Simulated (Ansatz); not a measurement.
# CaNi5 (space group P6/mmm, No. 191; ferromagnetic; a cell from a computed database, its experimental status unchecked)

```
CaNi5
1.0
    4.84630     0.00000     0.00000
   -2.42315     4.19702     0.00000
    0.00000     0.00000     3.87724
Ca Ni
1 5
Cartesian
  0.00000   0.00000   0.00000
  2.42315   0.00000   1.93862
  1.21157   2.09851   1.93862
 -1.21157   2.09851   1.93862
  0.00000   2.79801   0.00000
  2.42315   1.39901   0.00000
```

Computed with PBEsol (Ansatz, a program for electronic structure, PAW, no spin-orbit coupling). Settings: 11×11×12 k-points, 0.05 eV Fermi–Dirac smearing.

| Quantity | Result |
|---|---|
| Volume per atom | 13.14 Å³ |
| Density | 7.02 g/cm³ |
| Band gap | zero |
| Magnetic state | ferromagnetic |
| Total energy | -5136.520 eV/atom (σ→0; compares only within this code and set-up) |

Other magnetic orders, which the real material may have, were not ruled out. Whether these cells are dynamically stable was not tested.
